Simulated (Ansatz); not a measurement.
Hexagonal WC was calculated with PBE-D3(BJ) (plane waves, PAW; Ansatz, an electronic-structure program).

Run with plane-wave cutoff 500 eV, 18×18×14 k mesh (along the axes of the cell as run), Fermi–Dirac smearing 0.05 eV, no spin polarisation, scalar-relativistic PAW data made under PBE.

Computed at the level's own relaxed cell.

Problem. Give the computed equilibrium volume per atom, lattice constant a and lattice parameter c.

Solution. 
- equilibrium volume per atom: 10.33 Å³/atom
- lattice constant a: 2.902 Å
- lattice parameter c: 2.833 Å

Measured, for comparison: lattice constant a 2.906 Å, lattice parameter c 2.837 Å (300 K, not corrected to a static lattice; as tabulated in Wikipedia's data pages). Computed (rounded) less measured: lattice constant a -0.1 %, lattice parameter c -0.1 %.

Spin–orbit coupling is not included.

Computed values are for the static lattice.

The result took around 50 core-seconds (rough).
